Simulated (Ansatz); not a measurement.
Consider this model of amorphous Al28O43Sr.

```xyz
72
Lattice="9.4352 -0.0300 -0.0164 -0.0300 9.3550 0.0115 -0.0164 0.0115 9.0380" Properties=species:S:1:pos:R:3 pbc="T T T"
Al     7.3848     0.6415     0.4483
Al     5.2598     1.0934     7.2784
Al     2.2498     6.2682     6.9798
Al     7.9888     5.4240     3.7343
Al     6.0109     0.9217     4.2873
Al     0.5915     1.1168     3.9087
Al     0.9425     7.3954     2.8621
Al     6.6132     6.7217     0.9309
Al     4.9912     3.5455     3.5314
Al     0.0701     7.7370     8.8880
Al     8.3304     5.7089     7.2029
Al     4.5189     5.0346     0.6903
Al     2.2650     3.3464     2.5203
Al     6.8991     3.6013     8.5740
Al     0.6045     0.9789     0.8492
Al     7.8311     8.0777     2.9860
Al     3.0900     8.0640     4.9856
Al     2.3109     3.4168     8.4103
Al     3.2798     5.6835     3.9556
Al     3.0180     1.4723     4.9787
Al     6.1239     7.7860     5.4930
Al     1.1664     4.0532     5.3693
Al     4.4656     7.7917     8.0184
Al     7.7625     2.7524     2.7467
Al     2.6101     0.3911     8.0015
Al     0.0424     4.8643     0.9836
Al     5.2948     5.3282     6.1623
Al     7.4343     3.1691     5.5150
O      8.6596     4.2940     2.4499
O      6.5119     4.0961     6.8988
O     -0.0171     9.0248     2.7159
O      6.7881     8.6676     1.4964
O      7.7596     6.8461     8.6155
O      3.5597     1.4786     6.7037
O      1.6782     8.8112     0.3722
O      4.3837     0.1680     4.4944
O      8.8374     4.4550     5.6091
O      6.7619     4.0640     4.0511
O      4.6672     6.9626     4.8991
O      1.4014     2.3286     5.1173
O      0.3860     6.6173     1.3039
O      8.3992     1.9605     4.2404
O      2.7154     7.3035     3.0680
O      6.9750     8.8210     4.3513
O      1.7833     4.5623     3.7377
O      4.8137     6.9176     0.6026
O      4.3324     4.4368     4.9728
O      1.6466     4.1037     0.9390
O      4.1538     6.0339     7.4122
O      3.5558     2.4109     3.4631
O      6.9584     6.5007     2.6744
O      6.0297     2.0460     2.8803
O      8.3383     1.8838     1.3000
O      3.9626     3.6190     8.8933
O      6.2168     1.8094     5.7939
O      4.2842     0.1756     8.7192
O      6.9627     6.3124     5.9672
O      8.5900     4.3107     8.5004
O      2.2266     6.4494     5.2672
O      1.9065     4.4265     6.9888
O      4.0780     4.7515     2.4403
O      0.5420     6.6596     7.5096
O      6.4458     1.8296     8.4876
O      5.7198     8.6511     6.9810
O      9.0487     6.8484     3.9153
O      1.5872     1.8053     8.5238
O      1.8894     0.0142     4.6273
O      6.2753     4.7738     0.6862
O      1.3468     1.7837     2.3424
O      2.8748     8.1607     7.0328
O      8.8262     0.0042     8.7591
Sr     3.8766     9.1711     1.9943
```

Level of theory: PBE, scalar-relativistic without spin-orbit coupling (plane waves to 420 eV, PAW; Ansatz, a quantum-chemistry and plane-wave program).

The cell was made by melting and quenching with the CHGNet potential and then relaxed with DFT. O atoms were pushed apart under 1.9 Å during the dynamics, to hinder bonds among them. The hot cell started wider than the set density and was brought back towards it in steps. It is the lowest in DFT energy of 2 quenches. It is a model cell: composition and starting density were chosen by hand, and all elements were melted together. No dispersion term was used. Its density started from a set value of 3.19 and ended at 3.19 g/cm³. The quench (nominally 410 K/ps over its main leg) was far faster than any real one, so the model tends to hold more defects than a real film. One small periodic cell is one sample of the glass; other quenches scatter about these values. The volume was held where the preparation left it and the shape relaxed, at a PBE pressure of -0.6 GPa (tension). Stress components on the final sampling reach 0.7 GPa.

Bonds are counted up to Al-Al 2.66 Å, Al-O 2.38 Å, Al-Sr 3.42 Å, O-O 1.58 Å, O-Sr 3.13 Å, Sr-Sr 4.18 Å. Two cations that share two anions don't count as bonded, nor two that share one unless they lie closer than Al-Al 2.59 Å, Al-Sr 3.33 Å, Sr-Sr 4.07 Å.

Question: Give the coordination numbers, mean bond lengths and angles.

Answer: 
```yaml
Mean coordination of Al by anions: 4.79 (9 with 4, 16 with 5, 3 with 6); 1 close contacts or bonds to cations besides
Mean coordination of O: 3.28 (1 with 2, 29 with 3, 13 with 4)
Mean coordination of Sr by anions: 7.00 (1 with 7); 1 close contacts or bonds to cations besides
Mean Al-O bond: 1.876 Å (spread 0.106 Å, 134 counted)
Mean O-Sr bond: 2.708 Å (spread 0.236 Å, 7 counted)
Bond angle at Al: mean 106.5°, spread 25.5°
Bond angle at O: mean 111.8°, spread 17.1°
Bond angle at Sr: mean 98.9°, spread 34.5°
```

Question: List the pairs of like atoms that count as bonded by the rules above.

Answer: There are none by these rules.
